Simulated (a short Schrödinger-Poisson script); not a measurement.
Structure: MOS inversion layer, SiO2 on p-type GaAs, at 300 K.

| layer | material | thickness (nm) | Na (cm⁻³) |
|---|---|---|---|
| 1 | SiO2 | 0.9 | - |
| 2 | GaAs | 1600 | 9.5e16 |

Constants are typed, rounded textbook-type inputs, not results; the design itself was drawn at random and stands for no fabricated device. SiO2: permittivity 3.9, conduction-band edge (eV) 3.17, gap (eV) 9, electron mass (mₑ) 0.5. GaAs: permittivity 12.9, conduction-band edge (eV) 0, gap (eV) 1.424, Nv at 300 K (cm⁻³) 9e18.

Channel valleys (confinement mass, in-plane density-of-states mass, number): Γ 0.067, 0.067, 1. At the gate the conduction-band edge of layer 1 lies 3.53 eV − eVg above the Fermi level of the channel; the field vanishes at the back. Gaps are held at their typed values at every temperature. Mesh 0.03 nm at interfaces.

Solved with a short Schrödinger-Poisson script written for these runs: 1D Poisson equation in equilibrium, electrons quantum, Hartree (BenDaniel-Duke, 12 states a valley, the channel's in-plane mass for all, wave functions ending at the dielectric), parabolic valleys, classical holes, full ionisation, no traps, pinning or gate leakage.

At Vg = 1.1 V the centroid of the electrons lies 4.08 nm from the interface.

### Question
Estimate the gate capacitance as the dielectric in series with that distance, and compare.

### Answer
The dielectric alone has 3.84 μF/cm²; in series with 4.08 nm of the channel's permittivity, 1.62 μF/cm²; the run gives 1.54 μF/cm². The estimate leaves out the density-of-states capacitance and the centroid's move with voltage. Above a few 1e12 electrons/cm² a light Γ valley is non-parabolic and upper valleys begin to fill, which the model leaves out.
